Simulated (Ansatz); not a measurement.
Amorphous In₉Ga₉Zn₉O₃₈Hf, 66 atoms at 6.05 g/cm³, one PBE-relaxed geometry, zone centre. Methods: PBE, scalar-relativistic without spin-orbit coupling (Ansatz, a quantum-chemistry and plane-wave program); r2SCAN, scalar-relativistic without spin-orbit coupling (Ansatz); HSE06, scalar-relativistic without spin-orbit coupling (Ansatz). Plane waves to 420 eV (r2SCAN 500 eV); exact exchange is cut at the cell's faces. At PBE the levels at the filled edge of the gap are localised (band-tail or defect states), and the nearest spread-out levels lie 1.0 eV apart at the zone centre. All rungs ran without spin polarisation.

The cell was made by melting and quenching with the CHGNet potential and then relaxed with DFT. O atoms were pushed apart under 1.9 Å during the dynamics, to hinder bonds among them. The hot cell started wider than the set density and was brought back towards it in steps. It is the lowest in DFT energy of 2 quenches. It is a model cell: composition and starting density were chosen by hand, and all elements were melted together. No dispersion term was used. Its density started from a set value of 6.05 and ended at 6.05 g/cm³. The simulated quench (nominally 320 K/ps over its main leg) is rapid and tends to freeze in more defects than a deposited or slowly cooled glass has. One small periodic cell is one sample of the glass; other quenches scatter about these values. The volume was held where the preparation left it and the shape relaxed, at a PBE pressure of -0.5 GPa (tension). Stress components on the final sampling reach 0.5 GPa.

The relaxation ran on the zone centre alone. At PBE the level gap is 0.69 eV on a 2×2×2 Γ-centred mesh, and the spacing at the zone centre alone 0.70 eV.

Question: What zone-centre spacing does r2SCAN give, roughly?

Answer: 1.13 eV (+0.43 eV against PBE).

Question: What zone-centre spacing does HSE06 give, roughly?

Answer: 2.25 eV (+1.56 eV against PBE).

The highest filled and the lowest empty state spread over these numbers of atoms (participation numbers): PBE: 8.2 and 59.3; r2SCAN: 7.9 and 57.7; HSE06: 8.1 and 56.6.
